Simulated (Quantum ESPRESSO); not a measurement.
Quantum ESPRESSO 7.5, DFT, PBE, plane waves, PseudoDojo 0.5 standard norm-conserving PBE (local tails restored to the Coulomb form): bcc W, 1 atom. Basis and mesh were picked for this test and aren't claimed converged.

```
Property                                                     Value
------------------------  ----------------------------------------
cell                      2.74, 2.74, 2.74 Å; 109.5, 109.5, 109.5°
task                                                           scf
k mesh                                                    18×18×18
ecutwfc                                                      74 Ry
ecutrho                                                     296 Ry
occupations                                               smearing
smearing                                                        mv
degauss                                                    0.02 Ry
conv_thr                                                  1e-09 Ry
tprnfor                                                       true
tstress                                                      false
diagonalization                                    david (default)
mixing_mode                                        plain (default)
mixing_beta                                          0.7 (default)
mixing_ndim                                            8 (default)
k-points computed                                              195
bands                                                           11
electrons                                                       14
G-vectors of the density                                      9213
FFT grid                                                  30×30×30
symmetry operations                                             48
```

It runs on a single node (AMD EPYC (Zen 5), 96 cores on 1 socket, no SMT, 12 L3 cache groups; 94 cores' worth of CPU time may be used).

Times are wall-clock medians of two to five runs, from launch to exit, with nothing else on the machine. Processes are pinned to neighbouring cores unless said otherwise. The build: conda-forge: Open MPI 5.0, OpenMP, OpenBLAS 0.3.34 (pthreads), FFTW, ScaLAPACK, ELPA; another build can shift the numbers. Scratch files lie in a memory file system. This build's BLAS runs threads of its own beside OpenMP's, on the same cores; «BLAS threads» counts them.

First run (48 ranks, -nk 48):

```
     init_run     :      0.30s CPU      0.31s WALL (       1 calls)
     electrons    :      0.42s CPU      0.44s WALL (       1 calls)
     forces       :      0.01s CPU      0.01s WALL (       1 calls)

     Called by init_run:
     wfcinit      :      0.07s CPU      0.07s WALL (       1 calls)
     potinit      :      0.02s CPU      0.03s WALL (       1 calls)
     hinit0       :      0.20s CPU      0.20s WALL (       1 calls)

     Called by electrons:
     c_bands      :      0.30s CPU      0.31s WALL (       7 calls)
     sum_band     :      0.05s CPU      0.06s WALL (       7 calls)
     v_of_rho     :      0.04s CPU      0.05s WALL (       7 calls)
     mix_rho      :      0.00s CPU      0.00s WALL (       7 calls)

     Called by c_bands:
     init_us_2    :      0.02s CPU      0.02s WALL (      80 calls)
     cegterg      :      0.20s CPU      0.21s WALL (      35 calls)

     Called by *egterg:
     cdiaghg      :      0.01s CPU      0.01s WALL (     137 calls)
     h_psi        :      0.24s CPU      0.25s WALL (     147 calls)
     g_psi        :      0.00s CPU      0.00s WALL (     107 calls)

     Called by h_psi:
     h_psi:calbec :      0.01s CPU      0.01s WALL (     147 calls)
     vloc_psi     :      0.23s CPU      0.23s WALL (     147 calls)
     add_vuspsi   :      0.01s CPU      0.01s WALL (     147 calls)

     General routines
     calbec       :      0.01s CPU      0.01s WALL (     167 calls)
     fft          :      0.11s CPU      0.11s WALL (      81 calls)
     ffts         :      0.00s CPU      0.00s WALL (       7 calls)
     fftw         :      0.23s CPU      0.23s WALL (    2431 calls)

     Parallel routines

     PWSCF        :      0.76s CPU      0.81s WALL
```

Second run:

```
     init_run     :      0.72s CPU      0.45s WALL (       1 calls)
     electrons    :     11.76s CPU      6.14s WALL (       1 calls)
     forces       :      0.32s CPU      0.16s WALL (       1 calls)

     Called by init_run:
     wfcinit      :      0.43s CPU      0.23s WALL (       1 calls)
     potinit      :      0.03s CPU      0.02s WALL (       1 calls)
     hinit0       :      0.26s CPU      0.20s WALL (       1 calls)

     Called by electrons:
     c_bands      :     10.71s CPU      5.60s WALL (       7 calls)
     sum_band     :      0.96s CPU      0.50s WALL (       7 calls)
     v_of_rho     :      0.06s CPU      0.03s WALL (       7 calls)
     mix_rho      :      0.00s CPU      0.00s WALL (       7 calls)

     Called by c_bands:
     init_us_2    :      0.07s CPU      0.03s WALL (     144 calls)
     cegterg      :      6.77s CPU      3.43s WALL (      63 calls)

     Called by *egterg:
     cdiaghg      :      0.02s CPU      0.01s WALL (     230 calls)
     h_psi        :      5.25s CPU      2.69s WALL (     248 calls)
     g_psi        :      0.00s CPU      0.00s WALL (     176 calls)

     Called by h_psi:
     h_psi:calbec :      1.11s CPU      0.50s WALL (     248 calls)
     vloc_psi     :      3.97s CPU      2.11s WALL (     248 calls)
     add_vuspsi   :      0.01s CPU      0.01s WALL (     248 calls)

     General routines
     calbec       :      1.26s CPU      0.58s WALL (     284 calls)
     fft          :      0.16s CPU      0.12s WALL (      81 calls)
     ffts         :      0.01s CPU      0.01s WALL (       7 calls)
     fftw         :      4.51s CPU      2.41s WALL (    4331 calls)

     Parallel routines

     PWSCF        :     13.07s CPU      6.89s WALL
```

Task: Which of these changes turns the first timing block into the second?
A) 3 ranks × 16 threads, 1 BLAS thread, -nk 3
B) 12 ranks × 4 threads, 4 BLAS threads, -nk 12
C) 12 ranks × 4 threads, 1 BLAS thread, -nk 12
D) 24 ranks × 2 threads, 2 BLAS threads, -nk 24

Result: D, 24 ranks × 2 threads, 2 BLAS threads, -nk 24. The largest move is in the rest of the band solver (c_bands and wfcinit less FFTs, projectors and diagonalisation: overlaps, rotations, waiting): 0.12 s to 3.2 s. The BLAS threads cost time here: 24 ranks × 2 threads, 2 BLAS threads takes 7.8 s and 330 core-seconds of CPU time, the same layout with one BLAS thread 2.5 s and 95. The other changes gave 20 s (12 ranks × 4 threads, 4 BLAS threads, -nk 12), 32 s (3 ranks × 16 threads, 1 BLAS thread, -nk 3), 3.7 s (12 ranks × 4 threads, 1 BLAS thread, -nk 12), against 7.8 s here and 1.4 s at first.
